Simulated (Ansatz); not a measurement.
The parent structure is CsPbCl3 in the cubic perovskite structure (space group Pm-3m, No. 221).

```
CELL_PARAMETERS angstrom
      5.73561     0.00000     0.00000
      0.00000     5.73561     0.00000
      0.00000     0.00000     5.73561
ATOMIC_POSITIONS crystal
  Cs 0.00000 0.00000 0.00000
  Pb 0.50000 0.50000 0.50000
  Cl 0.50000 0.00000 0.50000
  Cl 0.00000 0.50000 0.50000
  Cl 0.50000 0.50000 0.00000
```

The values are results of PBE/PAW in Ansatz (a first-principles code), no spin-orbit coupling, not measurements.

Strains are applied to the cell and any free atomic positions relax.

One change was made to it. Results:

| quantity | base | after |
|---|---|---|
| hole mass | 0.22 mₑ (at R) | 0.23 mₑ (at R) |
| energy relative to the base (free energy F) | 0 meV/atom | +0.8 meV/atom |
| band gap | 2.21 eV | 2.27 eV |
| electron mass (degenerate bands, along [100]) | 0.12, 0.93, 0.93 mₑ (at R) | 0.12, 0.96, 0.96 mₑ (at R) |

Problem. What was done to the base?
A) isotropic strain +1.20 %
B) isotropic strain +0.60 %
C) isotropic strain +1.80 %

Solution. B, isotropic strain +0.60 %. For comparison, the band gap in the other runs: isotropic strain +1.80 % gives 2.38 eV; isotropic strain +1.20 % gives 2.33 eV.

With Pb present, leaving out spin-orbit coupling can change the band edges. Effective masses come from finite differences of ±0.01 Å⁻¹. Stability against distortions was not tested. Many cubic perovskites are stable only at high temperature; tilts and polar distortions were not tested. This is not the structure that CsPbCl3 has at room temperature and ambient pressure.
